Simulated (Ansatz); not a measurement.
We look at the adsorption energy of CH3 on slab B, per molecule. Reaction: cell B + CH3 (gas) → cell A. The sign is products less reactants.

Cell A: a slab of C (diamond, Fd-3m) cut along (100), 67 atoms, rectangular cell of 5.05 × 10.10 Å (51.0 Å²), symmetry P1 within 0.02 Å, 7.4 Å thick under 16 Å of vacuum, in-plane vectors held at the crystal's; planes from bottom to top: H8 | C8 × 6 | H7 | CH3; added, foreign or displaced atoms, above the top plane and below the bottom plane: 13 times H bound to 1 C at 1.10 Å; two times H bound to 1 C at 1.09 Å; CH3 bound through C to 1 C at 1.53 Å; against B it holds CH3 more, on a cell with eight atoms a plane; spin state with PBE: run without spin, k-point mesh 5×2×1.
```xyz
67
Lattice="5.0510 0.0000 0.0000 0.0000 10.1021 0.0000 0.0000 0.0000 23.3731" Properties=species:S:1:pos:R:3 pbc="T T T"
C      0.0002     0.4165     8.9735
C      0.0000     2.0650     8.9633
C      0.0006     5.4899     8.9571
C      0.0005     7.1404     8.9693
C      2.5261     0.4165     8.9735
C      2.5263     2.0650     8.9633
C      2.5259     5.4899     8.9571
C      2.5260     7.1404     8.9693
C      1.2632     0.0643     9.7911
C      1.2632     2.4292     9.7755
C      1.2632     5.1257     9.7706
C      1.2632     7.4918     9.7878
C      3.7887     0.0642     9.7925
C      3.7886     2.4279     9.7774
C      3.7888     5.1255     9.7694
C      3.7888     7.4922     9.7885
C      1.2631     1.2507    10.7360
C      1.2632     3.7781    10.6415
C      1.2633     6.3036    10.7305
C      1.2632     8.8294    10.6726
C      3.7886     1.2482    10.7389
C      3.7887     3.7781    10.6399
C      3.7888     6.3036    10.7297
C      3.7887     8.8307    10.6756
C      0.0040     1.2526    11.5561
C     -0.0021     3.7790    11.6087
C     -0.0004     6.3007    11.5475
C      0.0040     8.8295    11.6472
C      2.5221     1.2523    11.5564
C      2.5286     3.7789    11.6087
C      2.5270     6.3006    11.5474
C      2.5224     8.8294    11.6473
C      0.0046     0.0815    12.5254
C     -0.0001     2.4478    12.4897
C     -0.0010     5.1113    12.4887
C      0.0011     7.4759    12.5114
C      2.5214     0.0810    12.5264
C      2.5266     2.4477    12.4897
C      2.5276     5.1112    12.4887
C      2.5257     7.4758    12.5112
C      1.2624     0.4653    13.3788
C      1.2634     2.1158    13.3013
C      1.2633     5.4572    13.3028
C      1.2635     7.0947    13.3183
C      3.7887     0.4428    13.3189
C      3.7887     2.0934    13.3109
C      3.7888     5.4635    13.3098
C      3.7888     7.1120    13.3236
H      1.2635     2.5594    14.3084
H      1.2633     5.0291    14.3161
H      1.2644     7.4725    14.3461
H      3.7901     0.0252    14.3291
H      3.7886     2.5230    14.3243
H      3.7888     5.0338    14.3224
H      3.7886     7.5243    14.3435
H     -0.0006    -0.0109     7.9600
H     -0.0015     2.4803     7.9446
H      0.0012     5.0765     7.9376
H      0.0004     7.5684     7.9560
H      2.5268    -0.0109     7.9599
H      2.5278     2.4803     7.9445
H      2.5253     5.0764     7.9376
H      2.5261     7.5684     7.9560
C      1.2566    10.1649    14.8546
H      0.3911     0.4995    15.3704
H      1.2288     9.0842    15.0267
H      2.1439    10.5577    15.3687
```

Cell B: a slab of C (diamond, Fd-3m) cut along (100), 63 atoms, rectangular cell of 5.05 × 10.10 Å (51.0 Å²), symmetry Pm within 0.02 Å, 6.4 Å thick under 16 Å of vacuum, in-plane vectors held at the crystal's; planes from bottom to top: H8 | C8 × 6 | H7, its two faces unlike (dipole correction applied); added, foreign or displaced atoms, above the top plane and below the bottom plane: 15 times H bound to 1 C at 1.10 Å; spin state with PBE: net moment 1.0 μB a cell, k-point mesh 5×2×1.
```
C16H5
1.0
    5.05104     0.00000     0.00000
    0.00000    10.10208     0.00000
    0.00000     0.00000    22.30371
C H
48 15
Direct
  0.00000   0.04326   0.40245
  0.99997   0.20657   0.40246
  0.00001   0.54316   0.40246
  0.00001   0.70646   0.40244
  0.50000   0.04326   0.40245
  0.50003   0.20657   0.40246
  0.49999   0.54316   0.40246
  0.49999   0.70646   0.40244
  0.25000   0.00779   0.43904
  0.25000   0.24206   0.43902
  0.25000   0.50776   0.43904
  0.25000   0.74191   0.43901
  0.75000   0.00770   0.43902
  0.75000   0.24209   0.43904
  0.75000   0.50776   0.43904
  0.75000   0.74188   0.43901
  0.25000   0.12494   0.48169
  0.25000   0.37494   0.47835
  0.25000   0.62484   0.48172
  0.25000   0.87481   0.47829
  0.75000   0.12467   0.48172
  0.75000   0.37498   0.47836
  0.75000   0.62483   0.48172
  0.75000   0.87475   0.47828
  0.99984   0.12537   0.51829
  0.99998   0.37502   0.52190
  0.00000   0.62485   0.51839
  0.99991   0.87459   0.52179
  0.50016   0.12537   0.51829
  0.50002   0.37502   0.52190
  0.50000   0.62485   0.51839
  0.50009   0.87459   0.52179
  0.00021   0.00669   0.56132
  0.99966   0.24216   0.56115
  0.00002   0.50792   0.56113
  0.00002   0.74188   0.56105
  0.49979   0.00669   0.56132
  0.50034   0.24216   0.56115
  0.49998   0.50792   0.56113
  0.49998   0.74188   0.56105
  0.25000   0.04562   0.59423
  0.25000   0.20557   0.59770
  0.25000   0.54345   0.59773
  0.25000   0.70687   0.59767
  0.75000   0.04344   0.59803
  0.75000   0.20651   0.59775
  0.75000   0.54338   0.59770
  0.75000   0.70661   0.59766
  0.25000   0.24552   0.64356
  0.25000   0.50182   0.64329
  0.25000   0.74937   0.64304
  0.75000   0.00220   0.64350
  0.75000   0.24810   0.64330
  0.75000   0.50177   0.64326
  0.75000   0.74851   0.64315
  0.00006   0.00160   0.35689
  0.99983   0.24829   0.35691
  0.00002   0.50150   0.35689
  0.00001   0.74808   0.35686
  0.49994   0.00160   0.35689
  0.50017   0.24829   0.35691
  0.49998   0.50150   0.35689
  0.49999   0.74808   0.35686
```

Reference: an isolated CH3 molecule (doublet) in a box of 13 × 13 × 12 Å.
```xyz
4

C      0.0000     0.0000    -0.0006
H      1.0755    -0.1484     0.0297
H     -0.6655    -0.8573    -0.0427
H     -0.4100     1.0057     0.0136
```

All numbers come from Ansatz (a program for electronic structure), plane waves with PAW, its PAW set soft_1, cutoff 420 eV, 500 eV for r2SCAN. The structures are at rest with PBE, within the held lattices; other levels are single points on them. HSE06 runs on coarser k-point meshes, mended by the PBE difference between the two meshes. Neutral cells; Fermi-Dirac smearing of at most 0.05 eV in the solids, energies taken to zero width. The lattices are those relaxed with PBE, so at other levels the solids can be strained, which adds to the spread. Larger cells are relaxed from a start prepared with the learned potential CHGNet, on a coarser mesh till forces fall under 0.03 eV/Å, which some starts already meet. A dispersion term (D3(BJ), or D4 for r2SCAN) was computed beside these levels and is taken off wherever the name lacks it. Nuclei at rest; no vibrational terms. No structure search was made; lower ones may exist. No search over spin orders was made beyond those shown. No correction for cell size. Cell B has symmetry Pm within 0.02 Å and got no random move, so less symmetric positions, which may lie lower, weren't tried.

What value does PBE give?

-3.77 eV, for cell B + CH3 (gas) → cell A.

List the value at the remaining levels and say how far they part.


```
Functional  value (eV)  less PBE
----------  ----------  --------
r2SCAN           -3.62      0.15
HSE06            -3.79     -0.02
```

The levels shown span 0.17 eV, from HSE06 (-3.79) to r2SCAN (-3.62).
